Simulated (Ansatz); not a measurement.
# Sn4Pd: response to strain

Consider Sn$_{4}$Pd (space group Ccce, No. 68; a = 6.443 Å, b = 11.422 Å, c = 6.398 Å). Axes: x, y, z lie along a, b, c of the conventional cell.

Strains are applied to the cell and any free atomic positions relax; under biaxial strain the out-of-plane vector relaxes too.

Method: PBEsol (Ansatz, a first-principles code), no SOC.

Notes on the quantities. energy relative to the base: free energy F; pressure: mean of the normal stresses, compression positive.

```json
[
 {"change": "base", "energy relative to the base": "0 meV/atom", "pressure": "0.0 GPa", "shortest interatomic distance": "2.779 Å"},
 {"change": "biaxial strain −2.64 %, plane normal [001], relaxed out of plane", "energy relative to the base": "+14 meV/atom", "pressure": "2.5 GPa", "shortest interatomic distance": "2.767 Å"},
 {"change": "isotropic strain +0.89 %", "energy relative to the base": "+3.5 meV/atom", "pressure": "-1.7 GPa", "shortest interatomic distance": "2.798 Å"},
 {"change": "uniaxial strain ε_yy = −0.54 %", "energy relative to the base": "+0.3 meV/atom", "pressure": "[?]", "shortest interatomic distance": "[?]"},
 {"change": "uniaxial strain ε_zz = −2.81 %", "energy relative to the base": "+6.6 meV/atom", "pressure": "2.1 GPa", "shortest interatomic distance": "2.750 Å"}
]
```

### Question
What belongs in the blanks?

### Answer

- uniaxial strain ε_yy = −0.54 %, pressure: 0.3 GPa
- uniaxial strain ε_yy = −0.54 %, shortest interatomic distance: 2.774 Å

Without a gap, meshes like the base's 8×8×8 leave anisotropic stresses uncertain by several tenths of a GPa, and small strain energies with them. No phonon test of stability was made. The final runs are not spin-polarised.
